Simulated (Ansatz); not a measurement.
Start from SrTiO3 in the cubic perovskite structure (space group Pm-3m, No. 221; a = 3.9365 Å).

Modification: every lattice vector is stretched by 3.08 %, atoms relaxed at fixed cell.

Levels (all Ansatz, a quantum-chemistry and plane-wave program, PAW, earlier PAW set): PBE (420 eV, without spin-orbit coupling); r2SCAN (500 eV, spin-orbit coupling left out).

The geometry is relaxed with PBE.

```
Property                       Value
-----------------------  -----------
PBE band gap                 1.66 eV
PBE pressure             -126.9 kbar
PBE smallest direct gap      2.05 eV
```

Task: What does r2SCAN give at this geometry for the band gap, pressure and smallest direct gap?

Result: The band gap rises by 0.34 eV, from 1.66 eV to 2.00 eV; the pressure decreases by 40.3 kbar (-126.9 kbar → -167.2 kbar); the smallest direct gap rises by 0.354 eV (2.05 eV → 2.41 eV).

Single points use the geometry relaxed with PBE. Their cutoffs differ, which shifts pressures a little. The cells carry an imposed strain or load. Whether these cells are dynamically stable was not tested. The final runs are not spin-polarised. Many cubic perovskites are stable only at high temperature; tilts and polar distortions were not tested.
